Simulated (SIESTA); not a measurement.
## Worked example: self-consistent single point of La4CdPd (F-43m, 24 atoms in the cell) in SIESTA

Level of theory: SIESTA with GGA PBEsol, numerical atomic orbitals DZP, PseudoDojo PBEsol standard norm-conserving potentials (rewritten from UPF to PSML).

Input:

```
# files in the folder: La.psml Cd.psml Pd.psml (PseudoDojo PBEsol standard)
SystemName  La4CdPd
SystemLabel siesta

NumberOfAtoms                24
NumberOfSpecies              3
%block ChemicalSpeciesLabel
  1 57 La
  2 48 Cd
  3 46 Pd
%endblock ChemicalSpeciesLabel
LatticeConstant              1.0 Bohr
%block LatticeVectors
     0.000000000   13.615665701   13.615665701
    13.615665701    0.000000000   13.615665701
    13.615665701   13.615665701    0.000000000
%endblock LatticeVectors
AtomicCoordinatesFormat      Ang
%block AtomicCoordinatesAndAtomicSpecies
     1.448657406    1.448657406    1.448657406  1
     1.448657406    5.756442594    5.756442594  1
     5.756442594    5.756442594    1.448657406  1
     5.756442594    1.448657406    5.756442594  1
    13.604813922   10.807650000   10.807650000  1
    10.807650000    8.010486078   10.807650000  1
     8.010486078   10.807650000   10.807650000  1
    10.807650000   13.604813922   10.807650000  1
    10.807650000   10.807650000    8.010486078  1
    10.807650000   10.807650000   13.604813922  1
     4.521056148    7.205100000    7.205100000  1
     7.205100000    9.889143852    7.205100000  1
     9.889143852    7.205100000    7.205100000  1
     7.205100000    4.521056148    7.205100000  1
     7.205100000    7.205100000    9.889143852  1
     7.205100000    7.205100000    4.521056148  1
     4.738506066    4.738506066    4.738506066  2
     4.738506066    2.466593934    2.466593934  2
     2.466593934    2.466593934    4.738506066  2
     2.466593934    4.738506066    2.466593934  2
    12.871334742   12.871334742   12.871334742  3
    12.871334742    8.743965258    8.743965258  3
     8.743965258    8.743965258   12.871334742  3
     8.743965258   12.871334742    8.743965258  3
%endblock AtomicCoordinatesAndAtomicSpecies

XC.functional                GGA
XC.authors                   PBEsol
PAO.BasisSize                DZP
PAO.EnergyShift              0.005 Ry
MeshCutoff                   300 Ry
%block kgrid.MonkhorstPack
    3   0   0  0.0
    0   3   0  0.0
    0   0   3  0.0
%endblock kgrid.MonkhorstPack
OccupationFunction           FD
ElectronicTemperature        0.05 eV

MaxSCFIterations             150
SCF.Mixer.Method             Pulay
SCF.Mixer.Weight             0.1
SCF.Mixer.History            8
SCF.DM.Tolerance             1.0E-04
Diag.ParallelOverK           true
WriteForces                  true
```

Output (repeated stretches shortened):

```
reinit: Reading from file input.fdf

reinit: System Name: La4CdPd
reinit: System Label: siesta

coor:   Atomic-coordinates input format  =     Cartesian coordinates
coor:                                          (in Angstroms)

siesta: Atomic coordinates (Bohr) and species
siesta:      2.73757   2.73757   2.73757  1        1
siesta:      2.73757  10.87810  10.87810  1        2
siesta:     10.87810  10.87810   2.73757  1        3
siesta:     10.87810   2.73757  10.87810  1        4
siesta:     25.70937  20.42350  20.42350  1        5
siesta:     20.42350  15.13762  20.42350  1        6
siesta:     15.13762  20.42350  20.42350  1        7
siesta:     20.42350  25.70937  20.42350  1        8
siesta:     20.42350  20.42350  15.13762  1        9
siesta:     20.42350  20.42350  25.70937  1       10
siesta:      8.54356  13.61567  13.61567  1       11
siesta:     13.61567  18.68777  13.61567  1       12
siesta:     18.68777  13.61567  13.61567  1       13
siesta:     13.61567   8.54356  13.61567  1       14
siesta:     13.61567  13.61567  18.68777  1       15
siesta:     13.61567  13.61567   8.54356  1       16
siesta:      8.95448   8.95448   8.95448  2       17
siesta:      8.95448   4.66119   4.66119  2       18
siesta:      4.66119   4.66119   8.95448  2       19
siesta:      4.66119   8.95448   4.66119  2       20
siesta:     24.32330  24.32330  24.32330  3       21
siesta:     24.32330  16.52370  16.52370  3       22
siesta:     16.52370  16.52370  24.32330  3       23
siesta:     16.52370  24.32330  16.52370  3       24

siesta: System type = bulk

initatomlists: Number of atoms, orbitals, and projectors:     24   456   656

siesta: ******************** Simulation parameters ****************************
redata: Spin configuration                          = none
redata: Time-Reversal Symmetry                      = T
redata: Number of Atomic Species                    =        3
   [... lines left out ...]
diag: Parallel distribution                         =     1 x     1
diag: Used triangular part                          = Lower
diag: Absolute tolerance                            =  0.100E-15
diag: Orthogonalization factor                      =  0.100E-05
diag: Memory factor                                 =  1.0000

superc: Internal auxiliary supercell:     5 x     5 x     5  =     125
superc: Number of atoms, orbitals, and projectors:   3000  57000  82000

                        Single-point calculation

superc: Internal auxiliary supercell:     5 x     5 x     5  =     125
superc: Number of atoms, orbitals, and projectors:   3000  57000  82000

outcell: Unit cell vectors (Ang):
        0.000000    7.205100    7.205100
        7.205100    0.000000    7.205100
        7.205100    7.205100    0.000000

outcell: Cell vector modules (Ang)   :   10.189550   10.189550   10.189550
outcell: Cell angles (23,13,12) (deg):     60.0000     60.0000     60.0000
outcell: Cell volume (Ang**3)        :    748.0834
new_DM -- step:     1
Initializing Density Matrix...

Attempting to read DM from file... Failed...
DM filled with atomic data:

InitMesh: MESH = 90 x 90 x 90 = 729000
InitMesh: Mesh cutoff (required, used) =   300.000   323.421 Ry

stepf: Fermi-Dirac step function
        iscf     Eharris(eV)        E_KS(eV)     FreeEng(eV)     dDmax    Ef(eV) dHmax(eV)
   scf:    1   -48756.659923   -48987.766056   -48987.934877  1.627911 -5.038472 21.634714
   scf:    2   -49042.431727   -49023.695356   -49023.874725  0.348178 -5.053584  9.817093
   scf:    3   -49032.048662   -49029.246641   -49029.434917  0.199919 -5.044425  3.958673
   scf:    4   -49031.384663   -49030.433387   -49030.620365  0.073027 -5.065708  1.719668
   scf:    5   -49031.466937   -49031.098385   -49031.282707  0.087140 -5.113982  0.364896
   scf:    6   -49031.182837   -49031.144546   -49031.330656  0.014538 -5.131542  0.194495
   scf:    7   -49031.169962   -49031.160440   -49031.348203  0.015505 -5.148841  0.045639
   scf:    8   -49031.159811   -49031.161008   -49031.349126  0.009612 -5.150416  0.112072
   scf:    9   -49031.161897   -49031.161489   -49031.349560  0.001457 -5.150552  0.075227
   scf:   10   -49031.162822   -49031.162301   -49031.350025  0.002166 -5.150802  0.006462
   scf:   11   -49031.162370   -49031.162336   -49031.350035  0.000404 -5.150790  0.003492
   scf:   12   -49031.162437   -49031.162387   -49031.350045  0.000405 -5.150800  0.003095
   scf:   13   -49031.162629   -49031.162509   -49031.350060  0.000935 -5.150833  0.001108
   scf:   14   -49031.162547   -49031.162528   -49031.350061  0.000127 -5.150833  0.000275
   scf:   15   -49031.162546   -49031.162537   -49031.350061  0.000050 -5.150827  0.000233
SCF Convergence by DM+H criterion
max |DM_out - DM_in|         :     0.0000499173
max |H_out - H_in|      (eV) :     0.0002331161
SCF cycle converged after 15 iterations

Using DM_out to compute the final energy and forces

siesta: E_KS(eV) =           -49031.1625

siesta: E_KS - E_eggbox =    -49031.1625

siesta: Atomic forces (eV/Ang):
     1    0.037898    0.037898    0.037898
     2    0.037857   -0.037897   -0.037897
     3   -0.037897   -0.037897    0.037857
   [... 21 lines left out ...]
   Tot    0.000007    0.000007    0.000007
   Max    0.068805
   Res    0.038737    sqrt( Sum f_i^2 / 3N )
   Max    0.068805    constrained

Stress tensor Voigt[x,y,z,yz,xz,xy] (kbar):       11.91       11.91       11.91       -0.07       -0.07       -0.07
(Free)E + p*V (eV/cell)   -49036.9120
Target enthalpy (eV/cell)   -49031.3501

siesta: Program's energy decomposition (eV):
siesta: Ebs     =     -9173.340121
siesta: Eions   =     69304.253140
siesta: Ena     =     11028.501988
siesta: Ekin    =     15071.777406
siesta: Enl     =      2333.332059
siesta: Eso     =         0.000000
siesta: Edftu   =         0.000000
siesta: DEna    =       287.830259
siesta: DUscf   =         5.609626
siesta: DUext   =         0.000000
siesta: Ex      =     -7823.679282
siesta: Ec      =      -630.281452
siesta: Exc     =     -8453.960734
siesta: Eharris =    -49031.162546
siesta: Etot    =    -49031.162537
siesta: FreeEng =    -49031.350061

siesta: Atomic forces (eV/Ang):
siesta:      1    0.037898    0.037898    0.037898
siesta:      2    0.037857   -0.037897   -0.037897
siesta:      3   -0.037897   -0.037897    0.037857
siesta:      4   -0.037897    0.037857   -0.037897
siesta:      5    0.068805   -0.000050   -0.000050
siesta:      6   -0.000001   -0.068784   -0.000001
siesta:      7   -0.068784   -0.000001   -0.000001
siesta:      8   -0.000050    0.068805   -0.000050
siesta:      9   -0.000001   -0.000001   -0.068784
siesta:     10   -0.000050   -0.000050    0.068805
siesta:     11    0.003288   -0.000002   -0.000002
siesta:     12    0.000025   -0.003300    0.000025
siesta:     13   -0.003300    0.000025    0.000025
siesta:     14   -0.000002    0.003288   -0.000002
siesta:     15    0.000025    0.000025   -0.003300
siesta:     16   -0.000002   -0.000002    0.003288
siesta:     17   -0.066485   -0.066485   -0.066485
siesta:     18   -0.066505    0.066491    0.066491
siesta:     19    0.066491    0.066491   -0.066505
siesta:     20    0.066491   -0.066505    0.066491
siesta:     21    0.027842    0.027842    0.027841
siesta:     22    0.027874   -0.027808   -0.027808
siesta:     23   -0.027808   -0.027808    0.027874
siesta:     24   -0.027808    0.027874   -0.027808
siesta: ----------------------------------------
siesta:    Tot    0.000007    0.000007    0.000007

siesta: Stress tensor (static) (eV/Ang**3):
siesta:     0.007435   -0.000045   -0.000045
siesta:    -0.000045    0.007435   -0.000045
siesta:    -0.000045   -0.000045    0.007435

siesta: Cell volume =        748.083428 Ang**3

siesta: Pressure (static):
siesta:                Solid            Molecule  Units
siesta:          -0.00008098         -0.00008052  Ry/Bohr**3
siesta:          -0.00743492         -0.00739295  eV/Ang**3
siesta:         -11.91205126        -11.84481741  kBar
```

The run converged in 15 iterations.

The starting cell comes from a database of computed structures (which also holds hypothetical and non-ambient phases and stackings), without a prior relaxation at this level. Spin polarisation is off. Values carry the incompleteness of an atom-centred basis.

Cost on one core of a shared machine: roughly 7 min.
